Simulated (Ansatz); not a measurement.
The cell is built on a prototype and need not be the phase stable at ambient conditions.

By r2SCAN, the system below comes out a metal.

A figure of merit of an interconnect metal is its ballistic conductance per area.

Consider the following.

```
InTi2B2
1.0
    3.04737     0.00000     0.00000
   -1.52368     2.63910     0.00000
    0.00000     0.00000     7.81855
Ti In B
2 1 2
Direct
  0.33333   0.66667   0.69482
  0.33333   0.66667   0.30518
  0.00000   0.00000   0.00000
  0.00000   0.00000   0.50000
  0.66667   0.33333   0.50000
```

Space group of this cell: P-6m2. The cell was relaxed by PBE-D3(BJ); by r2SCAN its mean pressure is 4.2 GPa.

The current flows along the normal of the first two printed cell vectors. No spin-orbit coupling; the value is a mean over 0.1 eV about the Fermi level.

Question: State the ballistic conductance per area according to r2SCAN (Ansatz, a first-principles code).

Answer: 0.21 × 10¹⁵ S/m² for both spins.
